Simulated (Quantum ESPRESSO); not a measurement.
A relaxation of the atoms of WC (P3m1, 2 atoms in the cell) with Quantum ESPRESSO.

Level of theory: LDA (PZ), GBRV 1.5 ultrasoft (LDA) pseudopotentials (plane waves; Quantum ESPRESSO 7.5).

Input:

```fortran
&control
 calculation = 'relax',
 prefix = 'scf',
 outdir = './tmp/',
 pseudo_dir = './',
 forc_conv_thr = 7.8e-04,
/
&system
 ibrav = 0,
 nat = 2,
 ntyp = 2,
 ecutwfc = 40,
 ecutrho = 320,
 occupations = 'smearing',
 smearing = 'gaussian',
 degauss = 0.0073499,
/
&electrons
 conv_thr = 1.0d-9,
/
&ions
/
ATOMIC_SPECIES
W    183.8400  w_lda_v1.2.uspp.F.UPF
C     12.0110  c_lda_v1.2.uspp.F.UPF
CELL_PARAMETERS angstrom
   1.46227512    -2.53273480     0.00000000
   1.46227512     2.53273480     0.00000000
   0.00000000     0.00000000     2.85420000
ATOMIC_POSITIONS crystal
W     0.00000000    0.00000000    0.05255400
C     0.33333333    0.66666667    0.50000000
K_POINTS automatic
13 13 12  0 0 0
```

The program printed (abridged):

```
     Self-consistent Calculation

     iteration #  1     ecut=    40.00 Ry     beta= 0.70

     negative rho (up, down):  6.256E-02 0.000E+00

     total energy              =    -170.52018718 Ry
     estimated scf accuracy    <       0.49914004 Ry

     iteration #  2     ecut=    40.00 Ry     beta= 0.70

     negative rho (up, down):  6.463E-02 0.000E+00

     total energy              =    -170.59776786 Ry
     estimated scf accuracy    <       1.01152184 Ry

     iteration #  3     ecut=    40.00 Ry     beta= 0.70

     negative rho (up, down):  6.472E-02 0.000E+00

     total energy              =    -170.78018501 Ry
     estimated scf accuracy    <       0.00235970 Ry

   [... 4 blocks of this kind left out ...]

     iteration #  8     ecut=    40.00 Ry     beta= 0.70

     negative rho (up, down):  6.498E-02 0.000E+00

     total energy              =    -170.78056037 Ry
     estimated scf accuracy    <          8.4E-09 Ry

     iteration #  9     ecut=    40.00 Ry     beta= 0.70

     negative rho (up, down):  6.498E-02 0.000E+00
     End of self-consistent calculation

     Number of k-points >= 100: set verbosity='high' to print the bands.

     the Fermi energy is    19.8947 ev

!    total energy              =    -170.78056037 Ry
     estimated scf accuracy    <          3.6E-11 Ry
     smearing contrib. (-TS)   =      -0.00016939 Ry
     internal energy E=F+TS    =    -170.78039098 Ry

     convergence has been achieved in   9 iterations

     negative rho (up, down):  6.498E-02 0.000E+00

     Forces acting on atoms (cartesian axes, Ry/au):

     atom    1 type  1   force =     0.00000000    0.00000000   -0.07611739
     atom    2 type  2   force =     0.00000000    0.00000000    0.07611739

     Total force =     0.107646     Total SCF correction =     0.000005

     BFGS Geometry Optimization
     Energy error            =      1.2E-02 Ry
   [... lines left out ...]
     the Fermi energy is    19.8749 ev
!    total energy              =    -170.79111921 Ry
     Total force =     0.000062     Total SCF correction =     0.000003
     bfgs converged in   4 scf cycles and   3 bfgs steps
   [... lines left out ...]
     (criteria: energy <  1.0E-04 Ry, force <  7.8E-04 Ry/Bohr)

     End of BFGS Geometry Optimization

     Final energy             =    -170.7911192101 Ry

     File ./tmp/scf.bfgs deleted, as requested
Begin final coordinates

ATOMIC_POSITIONS (crystal)
W                0.0000000000        0.0000000000        0.0262929023
C                0.3333333300        0.6666666700        0.5262610977
End final coordinates

   JOB DONE.
```

The run converged. 

Summary of the result:
| Item | Result |
|---|---|
| Free energy E − TS | -2323.7316 eV |
| Fermi level (on the code's own zero) | 19.87 eV |
| Largest force (vector length) | 0.001 eV/Å |
| Relaxation steps | 3 |

The starting cell has typed, rounded lattice constants, without a prior relaxation at this level. Its lattice was rescaled by up to half a per cent. For this run, on top of that: one atom moved by 0.15 angstrom. Spin polarisation is off. The relaxation keeps the symmetry of its start, so its end need not be a minimum.

Cost on one core of a shared machine: roughly 70 s.
